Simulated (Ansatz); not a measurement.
Reference: AlN (P6_3mc), PBE with spin-orbit coupling, rigid bands (plane waves, PAW; Ansatz, a quantum-chemistry and plane-wave program); geometry: cell and atoms relaxed with PBEsol.

Space group P6₃mc (No. 186); a = 3.1138 Å, b = 3.1138 Å, c = 4.9837 Å, α = 90.00°, β = 90.00°, γ = 120.00°

```
atom  site  symmetry       x       y       z
----  ----  --------  ------  ------  ------
Al      2b       3m.  0.6667  0.3333  0.4965
N       2b       3m.  0.3333  0.6667  0.3785
```

The band gap is 4.17 eV, the electron conductivity mass is 0.31 mₑ and the hole conductivity mass is 1.02 mₑ. The Seebeck coefficient, n-type 1e19 cm⁻³ is -157 μV/K.

Question: Swap Al for Ga, keeping the structure type. How do these values move?

Answer: GaN (P6_3mc): volume per atom 10.5 to 11.4 Å³; band gap falls (4.17 eV to 1.93 eV); electron conductivity mass falls (0.31 mₑ to 0.183 mₑ); hole conductivity mass rises (1.02 mₑ to 1.56 mₑ); Seebeck coefficient, n-type 1e19 cm⁻³ falls in size (-157 μV/K to -106 μV/K).

Moves up to 5 % count as about the same. Masses are for dilute carriers at 300 K, harmonic means over directions unless an axis is named. Seebeck coefficients are for the stated density at 300 K, with one relaxation time for all states and whether or not that doping can be reached.
